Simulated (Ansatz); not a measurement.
Input and output of a self-consistent single point for Ca2AsI (R3m, 4 atoms in the cell) (Ansatz, a program for electronic structure).

Method of the run: LDA (PW92), default PAW files made with PBE (plane waves; Ansatz).

```yaml
crystal:
  lattice:
    - [2.20485, 1.27297, 7.47320]
    - [-2.20485, 1.27297, 7.47320]
    - [0.00000, -2.54594, 7.47320]
  atoms:
    - { symbol: Ca, position: [0.23351, 0.23351, 0.23351] }
    - { symbol: Ca, position: [0.76872, 0.76872, 0.76872] }
    - { symbol: As, position: [0.50000, 0.50000, 0.50000] }
    - { symbol: I, position: [0.00000, 0.00000, 0.00000] }
```

Reference input (self-consistent single point, DFT, LDA (PW92), plane waves, default PAW files made with PBE): basis.ecutwfc = 420 eV; kpoints.mp_grid.grid = 7 7 7; hamiltonian.xc = lda; hamiltonian.pseudopotentials = {kind: paw} (the program's default PAW files); scf.occupations.method = fixed. This run's input differs from it in these lines:

Ansatz 0.2 input:
```diff
@@ -14,3 +14,3 @@
 kpoints:
-  mp_grid: { grid: [7, 7, 7] }
+  mp_grid: { grid: [5, 5, 5] }
 hamiltonian:
```

Output (repeated stretches shortened):

```
SCF iter   1: F=—  HF=-15680.511131 eV  |F-HF|=—  |Δ(HF+E_count)|=         —  Δρ=4.38e-3  dr2=1.20e-2  ethr=1.77e-3  ⟨swp⟩=6.3  Hψ=2592  notcnv=0  defer=63
all-band conjugate gradients solve this SCF's bands
preconditioner: auto → Resta (q_TF=auto, 2.355 Å⁻¹)
SCF iter   2: F=—  HF=-15680.508905 eV  |F-HF|=—  |Δ(HF+E_count)|=   2.23e-3  Δρ=2.44e-3  dr2=4.37e-3  ethr=2.30e-5  ⟨swp⟩=3.1  Hψ=942  notcnv=0  defer=74
   [... lines left out ...]
SCF iter   4: F=—  HF=-15680.508428 eV  |F-HF|=—  |Δ(HF+E_count)|=   3.04e-5  Δρ=1.06e-4  dr2=1.16e-5  ethr=3.14e-7  ⟨swp⟩=2.0  Hψ=1015  notcnv=0  defer=73
SCF iter   5: F=—  HF=-15680.508435 eV  |F-HF|=—  |Δ(HF+E_count)|=   7.02e-6  Δρ=3.06e-5  dr2=1.73e-6  ethr=2.24e-8  ⟨swp⟩=2.0  Hψ=939  notcnv=0  defer=70
SCF iter   6: F=—  HF=-15680.508435 eV  |F-HF|=—  |Δ(HF+E_count)|=   3.07e-7  Δρ=1.39e-5  dr2=2.13e-7  ethr=3.32e-9  ⟨swp⟩=2.1  Hψ=939  notcnv=0  defer=70
SCF iter   7: F=-15680.508435 eV  HF=-15680.508435 eV  |F-HF|=6.04e-9  |Δ(HF+E_count)|=   3.42e-8  Δρ=3.98e-6  dr2=2.36e-8  ethr=1.92e-10  ⟨swp⟩=15.7  Hψ=3993  notcnv=0
SCF 1 converged in 7 iterations: F = -15680.508435 eV  dr2 = 2.36e-8
Free energy (F): -15680.508435 eV
Internal energy: -15680.508435 eV  (E = F + TS)
E sigma→0 (E₀):  -15680.508435 eV
Fermi energy:    6.609273 eV
--- Forces (eV/Å), atoms counted from 1 ---
  atom   1  Ca     0.00000000     0.00000001    -0.36885251
  atom   2  Ca     0.00000000    -0.00000001     0.26839909
  atom   3  As     0.00000000    -0.00000000     0.08580047
  atom   4  I      0.00000000    -0.00000000     0.01464901
--- Stress (GPa, compression-positive) ---
       -3.569877       0.000000       0.000000
        0.000000      -3.569877      -0.000000
        0.000000      -0.000000      -3.385805
  P = ⅓ Tr σ = -3.5085 GPa (-35.085 kbar)
  The stress holds the Pulay correction. Without it, at fixed plane waves, as pw.x and ABINIT print it: P = -3.5249 GPa
```

The run converged in 7 iterations. Against the reference run the free energy stays essentially unchanged (within 1 meV/atom), the pressure hardly changes (-3.52 to -3.51 GPa), the largest force moves little (0.364 to 0.369 eV/Å) and the gap on the mesh goes from 1.426 to 1.473 eV.

The starting cell comes from a database of computed structures (which also holds hypothetical and non-ambient phases and stackings), without a prior relaxation at this level. Its lattice was rescaled by up to half a per cent. One atom was moved a little off its site on purpose. Spin-orbit coupling is off. With a pressure of about -4 GPa the cell is away from its equilibrium volume at this level. Ansatz's pressure includes its estimate of the finite-basis (Pulay) stress. Another mesh or the band path of this cell gives a smaller gap, so this value is not converged in the mesh.
